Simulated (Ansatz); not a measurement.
Take BN in the zinc blende structure (space group F-43m, No. 216; a = 3.625 Å) as the base.

(Cell as relaxed with PBE.)

Levels (all Ansatz, a program for electronic structure, PAW): PBE (420 eV, spin-orbit coupling left out); r2SCAN (500 eV, no SOC).

Each level relaxes its own structure.

| quantity | PBE | r2SCAN |
|---|---|---|
| volume per atom | 5.95 Å³ | … |
| lattice parameter a | 3.625 Å | … |
| band gap | 4.46 eV | … |
| gap character | indirect, Γ → X | … |
| electron mass | 0.91 mₑ along k, 0.30 mₑ across | … |
| hole mass (degenerate bands, along [100]) | 0.50, 0.53, 0.53 mₑ | … |

### Question
Given the PBE results, estimate those of r2SCAN.

### Answer

- volume per atom, r2SCAN: 5.88 Å³
- lattice parameter a, r2SCAN: 3.610 Å
- band gap, r2SCAN: 5.00 eV
- gap character, r2SCAN: indirect, Γ → X
- electron mass, r2SCAN: 0.87 mₑ along k, 0.29 mₑ across
- hole mass (degenerate bands, along [100]), r2SCAN: 0.48, 0.51, 0.51 mₑ

PBE's volume per atom lies 0.07 Å³ above r2SCAN's (1.3 %); PBE's lattice parameter a lies 0.015 Å above r2SCAN's (0.4 %); PBE's band gap lies 0.54 eV below r2SCAN's; the two agree on the gap character. Neither level is exact; r2SCAN is the comparison here, not a measurement.

Masses are band curvatures over ±0.01 Å⁻¹ around the edge. Along k means along the line from Γ to the band edge. Stability against distortions was not tested.
